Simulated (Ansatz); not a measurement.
Input:

Host crystal: 3C silicon carbide, with a band gap (PBE, scalar-relativistic without spin-orbit coupling).

End structure of Cl on the 1x1 (110) surface of 3C silicon carbide (cut with top plane C + Si), one in a 2x2 cell, started at the site 'hollow C-C-Si-Si':

```yaml
crystal:
  lattice:
    - [6.19426, 0.00000, 0.00000]
    - [0.00000, 8.76000, 0.00000]
    - [0.00000, 0.00000, 27.00000]
  atoms:
    - { symbol: C, position: [0.00000, 0.36841, 0.35704] }
    - { symbol: C, position: [0.00000, 0.86841, 0.35704] }
    - { symbol: C, position: [0.50000, 0.36841, 0.35704] }
    - { symbol: C, position: [0.50000, 0.86841, 0.35704] }
    - { symbol: Si, position: [0.25000, 0.27125, 0.36602] }
    - { symbol: Si, position: [0.25000, 0.77125, 0.36602] }
    - { symbol: Si, position: [0.75000, 0.27125, 0.36602] }
    - { symbol: Si, position: [0.75000, 0.77125, 0.36602] }
    - { symbol: C, position: [0.25000, 0.11854, 0.41341] }
    - { symbol: C, position: [0.25000, 0.61854, 0.41341] }
    - { symbol: C, position: [0.75000, 0.11854, 0.41341] }
    - { symbol: C, position: [0.75000, 0.61854, 0.41341] }
    - { symbol: Si, position: [0.00000, 0.99658, 0.41191] }
    - { symbol: Si, position: [0.00000, 0.49658, 0.41191] }
    - { symbol: Si, position: [0.50000, 0.99658, 0.41191] }
    - { symbol: Si, position: [0.50000, 0.49658, 0.41191] }
    - { symbol: C, position: [0.00000, 0.37268, 0.47117] }
    - { symbol: C, position: [0.00000, 0.87268, 0.47117] }
    - { symbol: C, position: [0.50000, 0.37268, 0.47117] }
    - { symbol: C, position: [0.50000, 0.87268, 0.47117] }
    - { symbol: Si, position: [0.25000, 0.24764, 0.47189] }
    - { symbol: Si, position: [0.25000, 0.74764, 0.47189] }
    - { symbol: Si, position: [0.75000, 0.24764, 0.47189] }
    - { symbol: Si, position: [0.75000, 0.74764, 0.47189] }
    - { symbol: C, position: [0.24968, 0.12341, 0.52887] }
    - { symbol: C, position: [0.24972, 0.62084, 0.52849] }
    - { symbol: C, position: [0.75032, 0.12341, 0.52887] }
    - { symbol: C, position: [0.75028, 0.62084, 0.52849] }
    - { symbol: Si, position: [0.00000, 0.99839, 0.52794] }
    - { symbol: Si, position: [0.00000, 0.49517, 0.52933] }
    - { symbol: Si, position: [0.50000, 0.99863, 0.52790] }
    - { symbol: Si, position: [0.50000, 0.49651, 0.52810] }
    - { symbol: C, position: [0.00000, 0.37234, 0.58825] }
    - { symbol: C, position: [0.00000, 0.86752, 0.58599] }
    - { symbol: C, position: [0.50000, 0.36752, 0.58679] }
    - { symbol: C, position: [0.50000, 0.86713, 0.58563] }
    - { symbol: Si, position: [0.24801, 0.24739, 0.58837] }
    - { symbol: Si, position: [0.24973, 0.74619, 0.58667] }
    - { symbol: Si, position: [0.75199, 0.24739, 0.58837] }
    - { symbol: Si, position: [0.75027, 0.74619, 0.58667] }
    - { symbol: C, position: [0.25077, 0.11437, 0.64178] }
    - { symbol: C, position: [0.24999, 0.61644, 0.64045] }
    - { symbol: C, position: [0.74923, 0.11437, 0.64178] }
    - { symbol: C, position: [0.75001, 0.61644, 0.64045] }
    - { symbol: Si, position: [0.00000, 0.01907, 0.63361] }
    - { symbol: Si, position: [0.00000, 0.50488, 0.64570] }
    - { symbol: Si, position: [0.50000, 0.01821, 0.63304] }
    - { symbol: Si, position: [0.50000, 0.51938, 0.63399] }
    - { symbol: Cl, position: [0.00000, 0.39777, 0.71408] }
```

Slab: 49 atoms, 7.7 Å thick at the start under the adsorbate (thin: gaps and levels are the slab's own); k 3x3x1, smearing 0.01 eV, dipole-corrected; 24 atoms held, the rest relaxed; held to the start's symmetry, so lower structures may exist; spin-polarised, ending with about 1.0 μB a cell; orders that need a larger cell were not tried, no spin-orbit, no U, no dispersion correction. At the end it is bonded to Si. In PBE it is, or lies within 0.03 eV of, the lowest of the starts that converged.

A negative adsorption energy means that the adsorbate is more stable on the surface than in its reference.

Question: What adsorption energy against ½ Cl2(g) does PBE (Ansatz, an electronic-structure program) give?

Answer: -1.82 eV

Question: What change of the step from the bottom to the top vacuum level, against the clean slab does PBE give?

Answer: 0.28 eV
